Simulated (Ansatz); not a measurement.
# BN, pressure series

Take BN in the h-BN type structure (space group P6_3/mmc, No. 194; a = 2.5058 Å, c = 6.6162 Å; layered, stacked along the Cartesian z axis) as the base.

Cell and atoms are relaxed at each pressure.

All numbers come from Ansatz (a first-principles code) PBE-D3(BJ), spin-orbit coupling left out, earlier PAW set.

| change | gap character | smallest direct gap | band gap | density |
|---|---|---|---|---|
| base | indirect, k = (0.267, 1/3, 0) in the run's primitive reciprocal basis → M | 4.64 eV | 4.24 eV | 2.29 g/cm³ |
| pressure 1.8 GPa | – | 4.53 eV | 4.16 eV | 2.41 g/cm³ |
| pressure 9 GPa | indirect, K–Γ (17 % along) → L–M (50 % along) | 4.33 eV | 4.03 eV | 2.68 g/cm³ |
| pressure 18 GPa | indirect, K–Γ (26 % along) → L–M (57 % along) | 4.34 eV | 3.94 eV | 2.89 g/cm³ |
| pressure 30 GPa | indirect, K–Γ (30 % along) → L–M (29 % along) | 4.43 eV | 3.86 eV | 3.11 g/cm³ |
| pressure 45 GPa | indirect, K–Γ (39 % along) → L–M (37 % along) | 4.48 eV | 3.72 eV | 3.30 g/cm³ |
| pressure 60 GPa | indirect, k = (0.200, 0.200, 0) in the run's primitive reciprocal basis → L–M (38 % along) | 4.58 eV | 3.64 eV | 3.47 g/cm³ |

From pressure 18 GPa on, the axis ratios lie over 15 % from the base's, so the cell there is far from its starting form. Load acts through the strain it causes; cell and atoms are relaxed under it. No phonon test of stability was made. No other phases were tried under pressure.
